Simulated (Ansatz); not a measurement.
The starting structures come from a database of crystals and need not be the phases stable at ambient conditions.

**Evanescent states of S (P3_221, not sure to be the ambient phase, 9 atoms a cell, 23.4 Å³ an atom) along the normal of (110)**

All values below come from r2SCAN (plane waves, PAW; Ansatz, a quantum-chemistry and plane-wave program).

No gap correction and no spin-orbit coupling; mid-gap values are interpolated between computed energies.

Energies count from the valence-band top; κ is the least over a 8×4 mesh across the current.

```tsv
E (eV)	κ (1/Å)	where
0.06	0.159	off Γ
0.17	0.231	off Γ
0.28	0.253	off Γ
0.39	0.270	off Γ
0.49	[?]	off Γ
0.60	[?]	off Γ
0.71	[?]	off Γ
0.82	[?]	off Γ
0.94	[?]	off Γ
1.04	[?]	off Γ
1.16	[?]	off Γ
1.26	[?]	off Γ
1.38	[?]	off Γ
1.49	[?]	off Γ
1.59	[?]	off Γ
1.71	0.237	off Γ
1.81	0.209	off Γ
1.93	0.170	off Γ
2.04	0.108	off Γ
```

### Question
Fill in the missing entries.

### Answer

- 0.49, κ (1/Å): 0.285
- 0.60, κ (1/Å): 0.296
- 0.71, κ (1/Å): 0.306
- 0.82, κ (1/Å): 0.314
- 0.94, κ (1/Å): 0.320
- 1.04, κ (1/Å): 0.324
- 1.16, κ (1/Å): 0.315
- 1.26, κ (1/Å): 0.304
- 1.38, κ (1/Å): 0.292
- 1.49, κ (1/Å): 0.277
- 1.59, κ (1/Å): 0.259
